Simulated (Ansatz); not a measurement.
Start from CdS in the zinc blende structure (space group F-43m, No. 216; a = 5.8777 Å). Axes: x, y, z lie along the cube axes.

Level of theory: Ansatz (an electronic-structure program) r2SCAN, spin-orbit coupling left out.

For the base:

- Pressure: 0.1 kbar
- Shortest interatomic distance: 2.545 Å
- Valence-band top at Γ: 0.00, 0.00, 0.00 eV
- Gap character: direct at Γ

The change: the cell is compressed by 0.50 % along z with no lateral relaxation; the atoms relax in the strained cell.

What happens to the pressure, shortest interatomic distance, valence-band top at Γ and gap character?

The pressure (mean of the normal stresses, compression positive) increases by 3.06 kbar (0.1 kbar → 3.1 kbar); the shortest interatomic distance drops by 0.004 Å (2.545 Å → 2.541 Å); the valence-band top at Γ (three highest levels, from the VBM) becomes 0.00, -0.02, -0.02 eV (base: 0.00, 0.00, 0.00 eV); the gap character remains direct at Γ.

No phonon test of stability was made. k-point labels follow each cell's own Brillouin zone.
